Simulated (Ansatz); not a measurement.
C (model structure, started from the Si type, Ia-3, No. 206, 8 atoms in the cell), treated with r²SCAN in Ansatz (plane waves, PAW).

Settings: plane-wave cutoff 560 eV, 14×14×14 k mesh, Fermi–Dirac smearing 0.05 eV, scalar-relativistic PAW data made under PBE.

Cell (relaxed at this level):

```
CELL_PARAMETERS angstrom
     -2.23448     2.23448     2.23448
      2.23448    -2.23448     2.23448
      2.23448     2.23448    -2.23448
ATOMIC_POSITIONS crystal
  C  0.18700 0.18700 0.18700
  C  0.50000 0.00000 0.31300
  C  0.31300 0.50000 0.00000
  C  0.00000 0.31300 0.50000
  C  0.81300 0.81300 0.81300
  C  0.50000 0.00000 0.68700
  C  0.68700 0.50000 0.00000
  C  0.00000 0.68700 0.50000
```

Question: Predict the band gap and Γ–Γ gap.

Answer: 
* **band gap**: 2.72 eV (direct)
* **Γ–Γ gap**: 7.65 eV

Note: the relaxation could raise the start's symmetry but not lower it, so the cell can be a saddle point.

The computed numbers hold no vibrational or temperature effects.

Computing time: around 40 core-seconds (rough).

A model structure was made by putting elements into a prototype or built by hand; it is no filed structure, need not be a known phase, and can be a saddle point held by its symmetry.

Ansatz is a first-principles code.
